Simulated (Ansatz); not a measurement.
We consider InP (model structure, started from the BeO type, P4₂/mnm, No. 136, 8 atoms in the cell), described by LDA (plane waves, PAW; Ansatz, a program for electronic structure).

Numerical settings: plane-wave cutoff 520 eV, 6×6×10 k mesh (along the axes of the cell as run), Fermi–Dirac smearing 0.01 eV, scalar-relativistic PAW data made under PBE.

Cell (relaxed at this level):

```cif
data_In4P4
_chemical_formula_sum 'In4 P4'
_space_group_name_H-M_alt 'P42/mnm'
_space_group_IT_number 136
_space_group_name_Hall '-P 4n 2n'
_cell_length_a 7.11029
_cell_length_b 7.11029
_cell_length_c 4.12703
_cell_angle_alpha 90.000
_cell_angle_beta 90.000
_cell_angle_gamma 90.000
loop_
_atom_site_label
_atom_site_type_symbol
_atom_site_symmetry_multiplicity
_atom_site_Wyckoff_symbol
_atom_site_fract_x
_atom_site_fract_y
_atom_site_fract_z
_atom_site_occupancy
In1 In 4 g 0.17829 0.17829 0.50000 1
P1 P 4 f 0.31924 0.31924 0.00000 1
```

Task: Give the computed band gap.

Result: 
- band gap: 0.72 eV

Note: the relaxation could raise the start's symmetry but not lower it, so the cell can be a saddle point.

Spin–orbit coupling is not included.

The result took around 70 core-seconds (rough).

A model structure was made by putting elements into a prototype or built by hand; it is no filed structure, need not be a known phase, and can be a saddle point held by its symmetry.
